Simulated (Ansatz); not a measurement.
## BN (model structure, started from the HgO type, P6/mmm, No. 191, 6 atoms in the cell)

All values below come from PBEsol (Ansatz, a first-principles code, plane waves, PAW).

Run with plane-wave cutoff 520 eV, 12×12×6 k mesh (along the axes of the cell as run), Fermi–Dirac smearing 0.01 eV, scalar-relativistic PAW data made under PBE.

Cell (relaxed at this level):

```
CELL_PARAMETERS angstrom
      4.36640     0.00000     0.00000
     -2.18320     3.78142     0.00000
      0.00000     0.00000     7.85707
ATOMIC_POSITIONS crystal
  B  0.99996 0.99996 0.50000
  B  0.00004 0.00000 0.83333
  B  0.00000 0.00004 0.16667
  N  0.99995 0.99995 0.00000
  N  0.00005 0.00000 0.33333
  N  0.00000 0.00005 0.66667
```

For BN (model structure, started from the HgO type, P6/mmm, No. 191, 6 atoms in the cell), the band gap is 3.37 eV (on the SCF k mesh) and the direct gap at Γ is 5.47 eV.

Note: the relaxation could raise the start's symmetry but not lower it, so the cell can be a saddle point; the cell has widely spaced layers and the level no dispersion term, so their spacing and the moduli can rest on weak binding.

The result took about 17 core-minutes (a rough figure).

A model structure was made by putting elements into a prototype or built by hand; it is no filed structure, need not be a known phase, and can be a saddle point held by its symmetry.
